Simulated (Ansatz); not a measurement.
Structures of equal composition on the (111) surface of fcc Ni, ferromagnetic: a layer of Ru in place of the second plane; a layer of Ru in place of the third plane. The slabs share one bottom face, and each structure is named by its start. These are constructed structures in small cells; real faces may alloy, dewet or reconstruct in larger ones, and not all known structures of the face are among them. Slabs of about 10 Å with all that they carry, Fermi-Dirac smearing of 0.1 eV. Bottom of the slabs: a bare face, its two planes held. Relaxed from the named starts with such symmetry as they have, on meshes of like density; energies extrapolated to zero smearing; no spin-orbit coupling, no U. Spin-polarised runs, if any, are marked in brackets, and their order is one that fits the cell; the others ran without spin. Where a second, spin-polarised start was run, the lower counts.

Method: PBE (plane waves to 420 eV, PAW; Ansatz, a quantum-chemistry and plane-wave program).

**Question.** Put the candidates in order of energy per 1x1 cell, lowest first, for PBE.

**Answer.** a layer of Ru in place of the third plane (0.000 eV [spin, 2.7 μB a cell]), a layer of Ru in place of the second plane (0.036 eV [spin, 2.1 μB a cell])
